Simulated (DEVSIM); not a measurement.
Structure: Si p-i-n diode, at 300 K.

```tsv
layer (left to right)	material	thickness (μm)	Nd (cm⁻³)	Na (cm⁻³)	τn (s)	τp (s)
1	Si	0.920	-	2.3e18	2.6e-6	2.6e-6
2	Si	27.0	1.1e11	-	2.6e-6	2.6e-6
3	Si	1.00	6.2e17	-	2.6e-6	2.6e-6
```

Left contact: ohmic. Right contact: ohmic. Voltage is applied to the left contact. Recombination: SRH at mid-gap. Mobility is μmin + (μ − μmin)/(1 + (N/Nref)^α).

Constants are typed, rounded textbook-type inputs, not results; the design itself was drawn at random and stands for no fabricated device. Values at 300 K.

| parameter | Si |
|---|---|
| gap (eV) | 1.124 |
| affinity (eV) | 4.05 |
| permittivity | 11.7 |
| Nc (cm⁻³) | 2.86e19 |
| Nv (cm⁻³) | 3.1e19 |
| μn (cm²/Vs) | 1417 |
| μp (cm²/Vs) | 470 |
| μn,min | 52 |
| μp,min | 45 |
| Nref,n | 9.7e16 |
| Nref,p | 2.2e17 |
| αn | 0.68 |
| αp | 0.72 |

Simulated with DEVSIM: 1D drift-diffusion, Boltzmann statistics, complete ionisation; no tunnelling, impact ionisation, image-force lowering or self-heating.

### Question
Tabulate band edges, carrier densities and field at 0.9 V on the left contact.

### Answer
Energies count from the Fermi level of the right contact; mesh points crowd at the junctions.

```tsv
x (μm)	Ec (eV)	Ev (eV)	n (cm⁻³)	p (cm⁻³)	field (V/cm)
0.000	0.157	-0.967	< 1e2	2.3e18	11
0.04667	0.157	-0.967	1.6e15	2.3e18	11
0.1792	0.157	-0.967	6.3e15	2.3e18	11
0.5295	0.157	-0.967	1.9e16	2.3e18	11
0.8458	0.158	-0.966	2.9e16	2.3e18	11
0.9103	0.157	-0.967	3.2e16	2.3e18	-2500
0.9460	0.103	-1.021	2.7e17	2.8e17	-540
1.113	0.102	-1.022	2.7e17	2.7e17	≈ 0
1.548	0.103	-1.021	2.7e17	2.7e17	≈ 0
2.856	0.104	-1.020	2.6e17	2.6e17	≈ 0
6.785	0.108	-1.016	2.4e17	2.4e17	10
20.90	0.125	-0.999	1.8e17	1.8e17	14
25.60	0.131	-0.993	1.6e17	1.6e17	15
27.16	0.134	-0.990	1.5e17	1.5e17	16
27.76	0.135	-0.989	1.5e17	1.5e17	16
27.88	0.135	-0.989	1.5e17	1.5e17	-230
27.92	0.104	-1.020	5.0e17	4.4e16	-14000
27.98	0.097	-1.027	6.5e17	3.2e16	21
28.25	0.098	-1.026	6.4e17	2.3e16	22
28.66	0.098	-1.026	6.3e17	9.0e15	23
28.85	0.099	-1.025	6.2e17	2.6e15	23
28.92	0.099	-1.025	6.2e17	190	23
```
